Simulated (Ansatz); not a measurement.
Consider CdS in the wurtzite structure (space group P6_3mc, No. 186; a = 4.074 Å, c = 6.637 Å). Axes: x lies along a and z along c of the hexagonal cell.

Method: LDA in Ansatz (plane waves to 420 eV, PAW, no spin-orbit coupling).

For the base:

- Electron mass = 0.11 mₑ along c, 0.11 mₑ across (at Γ)

It is then changed as follows: uniaxial strain ε_zz = −2.40 %, all other strain components held at zero; the atoms relax in the strained cell.

### Question
Estimate the effect on the stress.

### Answer
The stress (xx, yy, zz, yz, xz, xy; compression positive) amounts to (1.32, 1.32, 2.53, 0.00, 0.00, 0.00) GPa.

### Question
Estimate the effect on the electron mass.

### Answer
The electron mass goes from 0.11 mₑ along c, 0.11 mₑ across (at Γ) to 0.12 mₑ (at Γ).

### Question
Estimate the effect on the energy relative to the base.

### Answer
The energy rises by 4.5 meV/atom.

### Question
How does this affect the largest internal atomic displacement?

### Answer
The largest internal atomic displacement comes out as 0.020 Å.

The levels and masses belong to the bands next to the band gap. Masses are band curvatures over ±0.01 Å⁻¹ around the edge. Stability against distortions was not tested.

Ansatz is an electronic-structure program.
